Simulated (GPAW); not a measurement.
## Worked example: self-consistent single point of ZnO (P6_3mc, 4 atoms in the cell) in GPAW

Level of theory: PBE, GPAW PAW datasets PBE (gpaw-data 1.0.1) (plane waves; GPAW).

Input as run:

```python
from ase import Atoms
from ase.units import GPa
from gpaw import GPAW

atoms = Atoms(['Zn', 'Zn', 'O', 'O'],
              cell=[[3.237350, 0.000000, 0.000000],
                    [-1.618675, 2.803627, 0.000000],
                    [0.000000, 0.000000, 5.222060]],
              positions=[[1.618677, 0.934541, 2.614111],
                         [-0.000002, 1.869086, 0.003081],
                         [1.618677, 0.934541, 4.593951],
                         [-0.000002, 1.869086, 1.982921]],
              pbc=True)

calc = GPAW(mode={'name': 'pw', 'ecut': 950},
            xc='PBE',
            kpts={'size': (8, 8, 5), 'gamma': True},
            occupations={'name': 'fermi-dirac', 'width': 0.02},
            nbands=-4,
            convergence={'density': 1e-05, 'energy': 1e-05, 'bands': -2},
            symmetry={'symmorphic': False, 'tolerance': 0.0005},
            maxiter=150)

atoms.calc = calc

energy = atoms.get_potential_energy()
print('Energy (eV):', round(energy, 6))
forces = atoms.get_forces()
print('Forces (eV/Ang):')
print(forces.round(5))
stress = atoms.get_stress()
print('Stress (GPa, Voigt):', (stress / GPa).round(4))
```

The program printed (abridged):

```
Input parameters:
  convergence: {bands: -2,
                density: 1e-05,
                energy: 1e-05}
  kpts: {gamma: True,
         size: (8, 8, 5)}
  maxiter: 150
  mode: {ecut: 950,
         name: pw}
  nbands: -4
  occupations: {name: fermi-dirac,
                width: 0.02}
  symmetry: {symmorphic: False,
             tolerance: 0.0005}
  xc: PBE

species:
  Zn:
    name: Zinc
    Z: 30.0
    valence: 12
    core: 18
    charge: 0.0
    file: Zn.PBE.gz

    # Using partial waves for Zn as LCAO basis

  O:
    name: Oxygen
    Z: 8.0
    valence: 6
    core: 2
    charge: 0.0
    file: O.PBE.gz

    # Using partial waves for O as LCAO basis

Reference energy: -101804.357908  # eV

Spin-paired calculation

Convergence criteria:
 Maximum [total energy] change in last 3 cyles: 1e-05 eV / valence electron
 Maximum integral of absolute [dens]ity change: 1e-05 electrons / valence electron
 Maximum integral of absolute [eigenst]ate change: 4e-08 eV^2 / valence electron
 Maximum number of scf [iter]ations: 150

Symmetries present (total): 12
Symmetries with fractional translations: 6
320 k-points: 8 x 8 x 5 Monkhorst-Pack grid + [1/16,1/16,0.000000]
30 k-points in the irreducible part of the Brillouin zone
       k-points in crystal coordinates                weights
   0:     0.00000000    0.00000000    0.00000000          1/320
   1:     0.00000000    0.00000000    0.20000000          2/320
   2:     0.00000000    0.00000000    0.40000000          2/320
   [... 7 lines left out ...]
          ...
  29:     0.50000000    0.50000000    0.40000000          6/320

Wave functions: Plane wave expansion
  Cutoff energy: 950.000 eV
  Number of coefficients (min, max): 3133, 3168
  Pulay-stress correction: 0.000000 eV/Ang^3 (de/decut=0.000000)

Occupation numbers: Fermi-Dirac:
  width: 0.0200  # eV

Eigensolver

Densities:
  Coarse grid: 24*24*40 grid
  Fine grid: 48*48*80 grid
  Total Charge: 0.000000

Density mixing:
  Method: separate
  Backend: pulay
  Linear mixing parameter: 0.05
  old densities: 5
  Damping of long wavelength oscillations: 50

Hamiltonian:
  XC and Coulomb potentials evaluated on a 48*48*80 grid
  External potential:
    NoExternalPotential

XC parameters: PBE with 2 nearest neighbor stencil

Number of atoms: 4
Number of atomic orbitals: 26
Number of bands in calculation: 22
Number of valence electrons: 36
Bands to converge: 20

Density initialized from atomic densities
  22 bands from LCAO basis set

Atomic positions and initial magnetic moments

Positions:
   0 Zn     1.618677    0.934541    2.614111    ( 0.0000,  0.0000,  0.0000)
   1 Zn    -0.000002    1.869086    0.003081    ( 0.0000,  0.0000,  0.0000)
   2 O      1.618677    0.934541    4.593951    ( 0.0000,  0.0000,  0.0000)
   3 O     -0.000002    1.869086    1.982921    ( 0.0000,  0.0000,  0.0000)

Unit cell:
           periodic     x           y           z      points  spacing
  1. axis:    yes    3.237350    0.000000    0.000000    24     0.1168
  2. axis:    yes   -1.618675    2.803627    0.000000    24     0.1168
  3. axis:    yes    0.000000    0.000000    5.222060    40     0.1306

  Lengths:   3.237350   3.237350   5.222060
  Angles:   90.000000  90.000000 120.000003

Effective grid spacing dv^(1/3) = 0.1272

     iter     time        total  log10-change:
                         energy   eigst   dens
iter:   1 --:--:--   -21.255366   +1.03
iter:   2 --:--:--   -20.583341   +0.36  -0.98
iter:   3 --:--:--   -18.501733   -0.03  -1.05
iter:   4 --:--:--   -18.488340   -0.38  -1.39
iter:   5 --:--:--   -18.642708   -1.45  -1.48
iter:   6 --:--:--   -18.494123   -1.68  -1.87
   [... 3 lines left out ...]
iter:  10 --:--:--   -18.485150   -3.37  -2.64
iter:  11 --:--:--   -18.492623   -2.60  -2.77
iter:  12 --:--:--   -18.484975   -2.81  -2.72
iter:  13 --:--:--   -18.484500   -4.42  -3.54
iter:  14 --:--:--   -18.484572   -4.66  -3.98
iter:  15 --:--:--   -18.484503c  -4.88  -3.76
iter:  16 --:--:--   -18.484504c  -5.90  -4.17
iter:  17 --:--:--   -18.484521c  -5.23  -4.21
iter:  18 --:--:--   -18.484503c  -5.60  -4.13
iter:  19 --:--:--   -18.484504c  -6.77  -4.55
iter:  20 --:--:--   -18.484504c  -7.05  -4.61
iter:  21 --:--:--   -18.484504c  -6.80  -4.76
iter:  22 --:--:--   -18.484504c  -7.73c -4.71
iter:  23 --:--:--   -18.484504c  -8.12c -4.80
iter:  24 --:--:--   -18.484504c  -8.16c -5.02c

Converged after 24 iterations.

Dipole moment: (-0.000000, 0.000000, 1.303151) |e|*Ang

Energy contributions relative to reference atoms: (reference = -101804.357908)

Kinetic:        +44.104480
Potential:      -38.709948
External:        +0.000000
XC:             -24.288181
Entropy (-ST):   -0.000000
Local:           +0.409145
SIC:             +0.000000
--------------------------
Free energy:    -18.484504
Extrapolated:   -18.484504

Showing only first 2 kpts
 Kpt  Band  Eigenvalues  Occupancy
  0    16      3.97270    2.00000
  0    17      3.97270    2.00000
  0    18      4.76518    0.00000
  0    19      9.21820    0.00000

  1    16      3.89832    2.00000
  1    17      3.89832    2.00000
  1    18      5.60121    0.00000
  1    19      8.87538    0.00000

Fermi level: 4.37185

Gap: 0.792 eV
Transition (v -> c):
  (s=0, k=0, n=17, [0.00, 0.00, 0.00]) -> (s=0, k=0, n=18, [0.00, 0.00, 0.00])
No difference between direct/indirect transitions
Energy (eV): -18.484504

Forces in eV/Ang:
  0 Zn    0.00000    0.00000   -0.00144
  1 Zn    0.00000   -0.00000   -0.00144
  2 O    -0.00000   -0.00000    0.00068
  3 O    -0.00000    0.00000    0.00068

Stress tensor:
    -0.036236     0.000000     0.000000
     0.000000    -0.036236     0.000000
     0.000000     0.000000    -0.036459
Stress (GPa, Voigt): [-5.8057 -5.8057 -5.8414  0.      0.      0.    ]
```

The run converged in 24 iterations. GPAW prints stress with tension positive.

At such cutoffs GPAW's stress carries a finite-basis (Pulay) error, which enters relaxed cells too; its log prints stress with tension positive.

The starting cell comes from a database of computed structures (which also holds hypothetical and non-ambient phases and stackings), without a prior relaxation at this level.

Cost on one core of a shared machine: roughly 2 min.
